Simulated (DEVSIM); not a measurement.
Schottky contact on n-type GaP

System: Schottky contact on n-type GaP, at 300 K.

```csv
layer (left to right),material,thickness (μm),Nd (cm⁻³),τn (s),τp (s)
1,GaP,1.00,6.9e16,2.5e-6,2.5e-6
```

Left contact: Schottky, work function 5.54 eV, emission velocity 1.2e7 cm/s. Right contact: ohmic. Voltage is applied to the left contact. Recombination: SRH at mid-gap. Mobility is constant in doping.

The device is made up for the run: typed textbook-type constants, with dimensions and the other settings drawn at random. Values at 300 K.

```csv
parameter,GaP
gap (eV),2.26
affinity (eV),3.8
permittivity,11.1
Nc (cm⁻³),1.8e19
Nv (cm⁻³),1.9e19
μn (cm²/Vs),250
μp (cm²/Vs),150
```

DEVSIM, 1D drift-diffusion, Boltzmann statistics, complete ionisation; no tunnelling, impact ionisation, image-force lowering or self-heating. Metal contacts follow the ideal Schottky-Mott rule: no Fermi-level pinning, no interface dipoles.

Potential step across the device at zero bias: 1.596 V
Largest field in the device at zero bias: 190000 V/cm
Dark forward voltage at 1 A/cm²: 1.304 V
Dark forward voltage at 100 A/cm²: 1.432 V

Small-signal capacitance in reverse bias (quasi-static):

| V (V) | C (nF/cm²) |
|---|---|
| -0.4 | 52.5 |
| -1 | 46.0 |
| -2 | 39.0 |
| -3 | 34.5 |
| -4 | 31.2 |
| -6 | 26.8 |
| -8 | 23.8 |
| -10 | 21.7 |
| -13 | 19.3 |
| -16 | 17.6 |
| -20 | 15.9 |

Dark forward current:

| V (V) | J (A/cm²) |
|---|---|
| 0.50 | 4.0e-14 |
| 0.55 | 2.7e-13 |
| 0.60 | 1.8e-12 |
| 0.65 | 1.3e-11 |
| 0.70 | 8.7e-11 |
| 0.75 | 6.0e-10 |
| 0.80 | 4.1e-9 |
| 0.85 | 2.8e-8 |
| 0.90 | 1.9e-7 |
| 0.95 | 1.3e-6 |
| 1.00 | 8.9e-6 |
| 1.05 | 6.1e-5 |
| 1.10 | 0.00041 |
| 1.15 | 0.0028 |
| 1.20 | 0.019 |
| 1.25 | 0.13 |
| 1.30 | 0.85 |
| 1.35 | 5.6 |
| 1.40 | 35 |
| 1.45 | 180 |
| 1.50 | 610 |
| 1.55 | 1400 |
| 1.60 | 2300 |
